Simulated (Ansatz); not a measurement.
## InAs under a change: pressure −1 GPa

The reference is InAs in the zinc blende structure (space group F-43m, No. 216; a = 6.187 Å).

Perturbation: hydrostatic tension (pressure −1 GPa).

All numbers come from PBE in Ansatz (plane waves to 420 eV, PAW, no SOC), earlier PAW set. Settings: 9×9×9 k-points, 0.05 eV Fermi–Dirac smearing.

- Enthalpy H = E + PV relative to the base's energy: -0.19 eV/atom
- Band gap: zero (base zero)

Final structure:

```yaml
crystal:
  lattice:
    - [0.00000, 3.11622, 3.11622]
    - [3.11622, 0.00000, 3.11622]
    - [3.11622, 3.11622, 0.00000]
  atoms:
    - { symbol: As, position: [0.75000, 0.75000, 0.75000] }
    - { symbol: In, position: [0.00000, 0.00000, 0.00000] }
```

Cost of the whole job for the changed cell (relaxation, final SCF and bands): very roughly 18 core-seconds.

The mesh was chosen for an insulator and is coarse for the gapless case. Load acts through the strain it causes; cell and atoms are relaxed under it. Whether these cells are dynamically stable was not tested. The final runs are not spin-polarised. The zero or small gap of InAs can change with the level of theory.

Ansatz is a quantum-chemistry and plane-wave program.
